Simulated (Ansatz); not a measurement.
The parent structure is Ir in the fcc (Cu type) structure (space group Fm-3m, No. 225; a = 3.844 Å). Axes: x, y, z lie along the cube axes.

All numbers come from r2SCAN, PAW, 500 eV (Ansatz, a program for electronic structure; scalar-relativistic without spin-orbit coupling).

Base values:

- Pressure: 0.0 GPa
- Shortest interatomic distance: 2.718 Å

Modification: biaxial strain +0.65 %, plane normal [111], relaxed out of plane (Cartesian); in-plane vectors clamped, the third vector and the atoms free.

**Question.** What happens to the energy relative to the base, pressure and shortest interatomic distance?

**Answer.** The energy rises by 3.0 meV/atom; the pressure (mean of the normal stresses, compression positive) goes from zero to -3.4 GPa; the shortest interatomic distance is still 2.718 Å.

Without a gap, meshes like the base's 21×21×21 leave anisotropic stresses uncertain by several tenths of a GPa, and small strain energies with them. Stability against distortions was not tested. The final runs are not spin-polarised.
